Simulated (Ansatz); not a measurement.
The reference is a 24-atom supercell of ZrN in the rock salt structure (space group Fm-3m, No. 225; a = 4.5947 Å) at its relaxed geometry.

(Cell as relaxed with PBE.)

Levels (all Ansatz, a quantum-chemistry and plane-wave program, PAW): PBE (420 eV, without spin-orbit coupling); PBEsol (420 eV, spin-orbit coupling left out).

Each level relaxes its own structure.

Perturbation: a neutral Mo on a Zr site, atoms relaxed at fixed cell, starting from a slightly rattled geometry.

| quantity | PBE | PBEsol |
|---|---|---|
| largest displacement of a host atom from its site in the perfect cell | 0.04 Å | ___ |
| pressure | -3.4 GPa | ___ |

### Question
Given the PBE results, estimate those of PBEsol.

### Answer

- largest displacement of a host atom from its site in the perfect cell, PBEsol: 0.04 Å
- pressure, PBEsol: -3.9 GPa

PBE's pressure lies 0.5 GPa above PBEsol's; the two agree on the largest displacement of a host atom from its site in the perfect cell. Neither level is exact; PBEsol is the comparison here, not a measurement.

The cell is small, so the values are those of an ordered compound at a high defect concentration; dilute-limit values will differ. All final runs are without spin polarisation. An odd electron count without spin: ZrN.
